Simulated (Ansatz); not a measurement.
Consider this model of amorphous Ta₁₆O₄₃W.

```xyz
60
Lattice="9.4745 0.0000 0.0000 0.0000 9.4745 0.0000 0.0000 0.0000 9.4745" Properties=species:S:1:pos:R:3 pbc="T T T"
Ta     2.4572     6.5835     0.3121
Ta     4.8930     1.5543     9.2991
Ta     6.2807     7.5297     9.1801
Ta     4.0559     9.3708     2.3913
Ta     6.2149     4.5482     1.4575
Ta     1.8911     0.2977     7.6284
Ta     5.3414     2.4446     4.3955
Ta     8.5482     5.6334     8.2226
Ta     8.8218     7.8347     5.7373
Ta     2.8789     3.4640     2.4792
Ta     4.6064     5.3193     6.8951
Ta     8.2839     6.6186     2.3678
Ta     1.3824     5.2562     5.1023
Ta     8.9849     3.1474     3.5815
Ta     4.9932     8.6837     5.8770
Ta     8.4759     2.1360     9.3267
O      7.8980     3.0953     1.4939
O      0.3217     9.1925     6.5447
O      9.1710     1.1265     3.7449
O      8.8890     5.9259     6.3180
O      6.7907     5.6854     3.0009
O      5.5160     1.1506     2.9996
O      7.1924     3.0897     4.1616
O      7.2565     7.9405     1.3611
O      0.6243     1.6075     8.4100
O      3.1315     9.0761     6.2986
O      8.3897     3.7186     8.2704
O      0.5905     7.5544     1.7739
O      1.1008     2.9015     2.3399
O      4.9686     3.8406     2.6874
O      2.6373     5.0058     6.4557
O      3.6376     1.7821     1.3350
O      3.5069     1.4877     8.0794
O      9.2071     0.6429     1.1318
O      5.3983     8.5317     7.8143
O      3.3390     7.7189     1.5749
O      8.6258     8.1229     3.7226
O      5.5069     1.0436     5.6822
O      8.0052     5.5415     0.7139
O      5.1454     9.2730     0.7114
O      6.9103     1.3046     8.7947
O      8.0036     7.5680     8.2904
O      5.4091     3.3773     0.0498
O      0.7979     5.9671     8.8430
O      1.9572     8.4815     8.8665
O      3.6657     6.2972     8.4280
O      9.2914     5.1283     3.3167
O      2.5590     4.9427     3.7007
O      4.5484     8.5070     3.9517
O      0.4298     3.4953     5.1804
O      2.7288     4.8721     1.1005
O      4.7807     6.6625     5.7154
O      6.3109     5.7705     7.9379
O      2.0952     0.1635     2.8179
O      5.4219     6.1027     0.7978
O      3.4075     2.4291     4.0635
O      5.1160     3.7776     5.9752
O      6.9957     8.1912     5.6992
O      1.1093     7.1179     4.9799
W      0.3488     9.3050     2.5773
```

Method: PBE, scalar-relativistic without spin-orbit coupling (plane waves to 420 eV, PAW; Ansatz, a program for electronic structure).

Preparation: random packing, a CHGNet melt and quench, and a DFT relaxation. O atoms were pushed apart under 1.9 Å during the dynamics, to hinder bonds among them. The hot cell started wider than the set density and was brought back towards it in steps. It is the lowest in DFT energy of 2 quenches. It is a model cell: composition and starting density were chosen by hand, and all elements were melted together. No dispersion term was used. Its density started from a set value of 7.37 and ended at 7.35 g/cm³. The simulated quench (nominally 240 K/ps over its main leg) is rapid and tends to freeze in more defects than a deposited or slowly cooled glass has. One small periodic cell is one sample of the glass; other quenches scatter about these values. The volume was free in the relaxation, at fixed shape. Stress components on the final sampling reach 1.7 GPa. On a 2×2×2 Γ-centred mesh force components of up to 0.20 eV/Å stay, since the relaxation ran on the zone centre alone.

Neighbours within Ta-Ta 3.12 Å, Ta-O 2.52 Å, Ta-W 3.08 Å, O-O 1.58 Å, O-W 2.51 Å, W-W 3.04 Å count as bonded. Two cations that share two anions don't count as bonded, nor two that share one unless they lie closer than Ta-Ta 3.04 Å, Ta-W 3.00 Å, W-W 2.95 Å.

### Question
Give the coordination numbers, mean bond lengths and angles.

### Answer

The mean coordination of Ta by anions is 5.62 (6 with 5, 10 with 6) and the mean coordination of O is 2.21 (34 with 2, 9 with 3). The mean coordination of W by anions is 5.00 (1 with 5), the mean Ta-O bond is 2.000 Å (spread 0.127 Å, 90 counted) and the mean O-W bond comes out as 1.880 Å (spread 0.098 Å, 5 counted). The bond angle at Ta is mean 105.1°, spread 29.2°, the bond angle at O comes out as mean 130.1°, spread 20.7° and the bond angle at W comes out as mean 106.1°, spread 23.1°.

### Question
List the pairs of like atoms that count as bonded by the rules above.

### Answer
There are none by these rules.
